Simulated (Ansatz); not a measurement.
Consider an 8-atom supercell of P in the black-P type structure (space group Cmce, No. 64; a = 3.323 Å, b = 10.194 Å, c = 4.163 Å; layered, stacked along the Cartesian y axis) at its relaxed geometry.

All numbers come from plane-wave PAW DFT at the PBE-D3(BJ) level (Ansatz, an electronic-structure program, 420 eV), no spin-orbit coupling, earlier PAW set.

For the base:

```
Property    Value
--------  -------
Pressure  0.0 GPa
```

Modification: one P atom is replaced by In, atoms relaxed at fixed cell, starting from a slightly rattled geometry.

Q: Estimate the effect on the pressure.

A: The pressure goes from zero to 3.0 GPa.

Q: How does this affect the largest displacement of a host atom from its site in the perfect cell?

A: The largest displacement of a host atom from its site in the perfect cell is 0.21 Å.

Q: What does the calculation give for the shift of the substituted atom off its lattice site after the change?

A: The shift of the substituted atom off its lattice site comes out as 0.56 Å.

The cell is small, so the values are those of an ordered compound at a high defect concentration; dilute-limit values will differ. The final runs are not spin-polarised. Gaps under 0.05 eV, about the width of the smearing, are given as zero. The defect cell is not spin-polarised.
